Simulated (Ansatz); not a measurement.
Bi under a change: Bi → Sb

Take Bi in the A7 type structure (space group R-3m, No. 166; a = 4.521 Å, c = 12.028 Å (hexagonal axes); layered) as the base.

The change: full substitution Bi → Sb, then cell and atoms are relaxed.

The values are results of plane-wave PAW DFT at the r2SCAN+rVV10 level (Ansatz, a first-principles code, 500 eV), scalar-relativistic without spin-orbit coupling, not measurements. k-mesh 13×13×13 (Γ-centred); smearing 0.05 eV (Fermi–Dirac).

The volume per atom drops by 4.81 Å³, from 35.48 Å³ to 30.67 Å³ and the density drops by 3.19 g/cm³ (9.78 g/cm³ → 6.59 g/cm³). The lattice parameter a shrinks by 0.364 bohr (8.543 bohr → 8.179 bohr) and the c/a ratio shrinks by 0.040 (2.661 → 2.621). The space group is still R-3m (No. 166) and the shortest interatomic distance decreases by 0.280 bohr, from 5.798 bohr to 5.518 bohr. The band gap is still zero.

Final structure:

```
CELL_PARAMETERS angstrom
      2.16401     1.24939     3.78127
     -2.16401     1.24939     3.78127
      0.00000    -2.49879     3.78127
ATOMIC_POSITIONS crystal
  Sb 0.23324 0.23324 0.23324
  Sb 0.76676 0.76676 0.76676
```

Spin-orbit coupling, missing from the scalar runs, can matter with Bi and Sb. No phonon test of stability was made.
